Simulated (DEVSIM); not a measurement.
System: Schottky contact on p-type GaAs, at 300 K.

```tsv
layer (left to right)	material	thickness (μm)	Na (cm⁻³)	τn (s)	τp (s)
1	GaAs	16.0	8.7e16	4.8e-8	4.8e-8
2	GaAs	50.0	1.4e18	4.8e-8	4.8e-8
```

Left contact: Schottky, work function 4.404 eV, emission velocity 3.3e6 cm/s. Right contact: ohmic. Voltage is applied to the left contact. Recombination: SRH at mid-gap, Auger. Mobility is μmin + (μ − μmin)/(1 + (N/Nref)^α).

This is a model device: material constants are rounded textbook-type values typed into the input, and sizes, dopings and lifetimes were drawn at random. Values at 300 K.

| parameter | GaAs |
|---|---|
| gap (eV) | 1.424 |
| affinity (eV) | 4.07 |
| permittivity | 12.9 |
| Nc (cm⁻³) | 4.7e17 |
| Nv (cm⁻³) | 9e18 |
| μn (cm²/Vs) | 8500 |
| μp (cm²/Vs) | 400 |
| μn,min | 500 |
| μp,min | 20 |
| Nref,n | 6e16 |
| Nref,p | 1.5e17 |
| αn | 0.39 |
| αp | 0.38 |
| Cn (cm⁶/s) | 1e-30 |
| Cp (cm⁶/s) | 1e-30 |

Simulated with DEVSIM: 1D drift-diffusion, Boltzmann statistics, complete ionisation; no tunnelling, impact ionisation, image-force lowering or self-heating. Metal contacts follow the ideal Schottky-Mott rule: no Fermi-level pinning, no interface dipoles.

The thickness of layer 1 was swept, all else fixed.

```csv
thickness of layer 1 (μm),dark forward voltage at 100 A/cm² (V)
3.2,0.846
5.6,0.853
9.6,0.867
16,0.887
27,0.921
48,0.986
80,1.086
```

From the first row to the last the dark forward voltage at 100 A/cm² goes from 0.846 to 1.086.
